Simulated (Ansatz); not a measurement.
The reference is Si in the diamond structure (space group Fd-3m, No. 227; a = 5.434 Å).

Computed with Ansatz (an electronic-structure program), PBEsol, PAW, cutoff 420 eV, no spin-orbit coupling.

Before the change:

The width of the top valence band is 3.90 eV. The gap character comes out as indirect, Γ → Γ–X (87 % along). The band gap comes out as 0.47 eV. The hole mass is 0.17, 0.26, 0.26 mₑ (at Γ).

Modification: the cell is scaled by 1.0250 in all directions; the atoms relax in the strained cell.

What happens to the width of the top valence band, gap character, band gap and hole mass?

The width of the top valence band falls by 0.304 eV, from 3.90 eV to 3.59 eV; the gap character is still indirect, Γ → Γ–X (87 % along); the band gap grows by 0.126 eV to 0.59 eV; the hole mass (degenerate bands, along [100]) changes from 0.17, 0.26, 0.26 mₑ (at Γ) to 0.13, 0.27, 0.27 mₑ (at Γ).

Masses are band curvatures over ±0.01 Å⁻¹ around the edge. Stability against distortions was not tested.
